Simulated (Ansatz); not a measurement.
Adsorption energy and surface dipole of H on the 1x1 (111) surface of fcc Al, one in a 2x2 cell, started at the site 'hollow Al-Al-Al over Al at depth 4.6 Å', worked from the runs' numbers; total energies count from the potentials' own zero.

The numbers are results of PBE (plane waves to 420 eV, PAW; Ansatz, an electronic-structure program), not measurements.

Set-up: 17 atoms, 7.0 Å thick at the start under the adsorbate (thin: gaps and levels are the slab's own); mesh 6x6x1; 0.1 eV smearing; dipole correction on; 8 atoms held, the rest relaxed; start symmetry kept, larger cells not searched; no spin, no spin-orbit, no U, no dispersion correction. At the end it is bonded to 3 Al. In PBE this state lies 0.03 eV over the lowest of the starts that converged ('top Al').

| quantity | value |
|---|---|
| slab with the adsorbate | -8612.648 eV |
| clean slab, same cell and mesh | -8597.019 eV |
| reference, ½ H2(g) | -15.872 eV |
| area of the cell | 28.30 Å² |
| change of the step from the bottom to the top vacuum level | -0.115 eV |

**Question.** What is the adsorption energy against this reference?

**Answer.** E(slab + adsorbate) − E(slab) − E(reference) = 0.24 eV, so in this state the adsorbate is less stable than in the reference, at a coverage of 3.53 a nm².
